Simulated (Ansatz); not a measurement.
Take CaO in the rock salt structure (space group Fm-3m, No. 225; a = 4.7671 Å) as the base. Axes: x, y, z lie along the cube axes.

The values are results of Ansatz (a program for electronic structure), PBEsol, PAW, cutoff 420 eV, without spin-orbit coupling, not measurements.

Perturbation: the cell is compressed by 1.00 % along z with no lateral relaxation; the atoms relax in the strained cell.

Q: Predict the stress tensor and what it implies for the stiffness.

A: Stress of the strained cell less that of the base (GPa, compression positive):
```
   0.61    0.00    0.00
   0.00    0.61    0.00
   0.00    0.00    2.43
```

Then −Δσ_ii/ε with ε = -0.0100 gives relaxed-ion elastic constants: C33 ≈ 243 GPa, C13 ≈ 61 GPa and C23 ≈ 61 GPa.

Whether these cells are dynamically stable was not tested.
